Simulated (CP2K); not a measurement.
Band structure of SrAg5 (P6/mmm, 6 atoms in the cell).

```yaml
crystal:
  lattice:
    - [5.71045, 0.00000, 0.00000]
    - [-2.85522, 4.94540, 0.00000]
    - [0.00000, 0.00000, 4.60490]
  atoms:
    - { symbol: Sr, position: [0.00000, 0.00000, 0.00000] }
    - { symbol: Ag, position: [0.66667, 0.33333, 0.00000] }
    - { symbol: Ag, position: [0.33333, 0.66667, 0.00000] }
    - { symbol: Ag, position: [0.50000, 0.00000, 0.50000] }
    - { symbol: Ag, position: [0.50000, 0.50000, 0.50000] }
    - { symbol: Ag, position: [0.00000, 0.50000, 0.50000] }
```

Method of the run: PBEsol, GPW, DZVP-MOLOPT-SR-GTH basis, GTH-PBE potentials (GTH_POTENTIALS) (CP2K 2026.2).

Settings: CUTOFF = 500 Ry; REL_CUTOFF = 50 Ry; SMEAR/METHOD = FERMI_DIRAC; ELECTRONIC_TEMPERATURE = 580.23 K; KPOINTS/SCHEME = MONKHORST-PACK 5 5 5; XC_FUNCTIONAL = PBE:PBESOL; Sr/BASIS_SET = DZVP-MOLOPT-SR-GTH; Sr/POTENTIAL = GTH-PBE-q10; Ag/BASIS_SET = DZVP-MOLOPT-SR-GTH; Ag/POTENTIAL = GTH-PBE-q11; METHOD = GPW; EPS_DEFAULT = 1e-10; EXTRAPOLATION = USE_GUESS; NGRIDS = 5.

The starting cell comes from a database of computed structures (which also holds hypothetical and non-ambient phases and stackings), without a prior relaxation at this level. Values carry the incompleteness of an atom-centred basis. The potentials were made for another functional than the one used.

Levels in eV from the Fermi level, bands 29 to 34:
```tsv
point	29	30	31	32	33	34
Γ	-2.97	-2.95	-0.36	0.45	0.45	0.74
M	-3.69	-3.67	-2.97	-0.41	-0.16	1.65
K	-3.39	-3.39	-2.97	-2.44	1.80	2.33
A	-2.99	-2.99	-2.95	0.26	0.28	0.28
L	-3.11	-2.99	-2.08	-2.01	-1.48	1.19
H	-3.55	-2.59	-2.59	-1.48	-1.48	-0.08
```

Bands cross the Fermi level along this path, so the cell is metallic at this level.

Higher empty bands are left out: an atom-centred basis made for the valence describes them poorly.
